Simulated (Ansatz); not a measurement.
Base system: LuCuSe$_{2}$ (space group R-3m, No. 166; a = 3.9951 Å, c = 18.4055 Å (hexagonal axes); a hypothetical phase, not in the database extracts checked). Axes: x lies along a and z along c of the hexagonal cell.

Calculations: PBE in Ansatz (plane waves to 420 eV, PAW, without spin-orbit coupling).

Modification: the cell is stretched by 1.14 % along x with no lateral relaxation, atoms relaxed at fixed cell.

Task: Predict the stress tensor and what it implies for the stiffness.

Result: Stress of the strained cell less that of the base (GPa, compression positive):
```
  -1.22    0.00    0.00
   0.00   -0.60    0.17
   0.00    0.17   -0.50
```

Then −Δσ_ii/ε with ε = 0.0114 gives relaxed-ion elastic constants: C11 ≈ 107 GPa, C12 ≈ 53 GPa and C13 ≈ 43 GPa.

Stability against distortions was not tested. The final runs are not spin-polarised.

Ansatz is a quantum-chemistry and plane-wave program.
